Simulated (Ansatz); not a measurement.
The starting structures come from a database of crystals and need not be the phases stable at ambient conditions.

Here is the system:

```
AlKMo2O8
1.0
    7.31833     0.00000     0.00000
    0.00000     9.76513     0.00000
    0.00000     4.88256     2.81895
K Al Mo O
1 1 2 8
Direct
  0.50000   0.00000   0.00000
  0.00000   0.00000   0.00000
  0.77030   0.33333   0.00000
  0.22970   0.66667   0.00000
  0.15432   0.84293   0.00000
  0.84568   0.15707   0.00000
  0.15432   0.84293   0.47121
  0.84568   0.15707   0.52879
  0.15432   0.31414   0.52879
  0.84568   0.68586   0.47121
  0.53106   0.33333   0.00000
  0.46894   0.66667   0.00000
```

Space group of this cell: P-3m1. The cell is taken as given; by r2SCAN its mean pressure is -6.5 GPa.

Transport runs along the normal of the first two printed cell vectors, the (110) plane of the conventional cell.

The gap is the functional's own, uncorrected, and κ follows it; spin-orbit coupling is left out. Mid-gap values are interpolated between the computed energies.

**Question.** Estimate the band gap and the smallest decay constant κ at mid-gap that Ansatz (a program for electronic structure) with r2SCAN returns for this system.

**Answer.** Gap 4.05 eV on a 4×10×10 mesh; κ = 0.555 1/Å, at the zone centre.
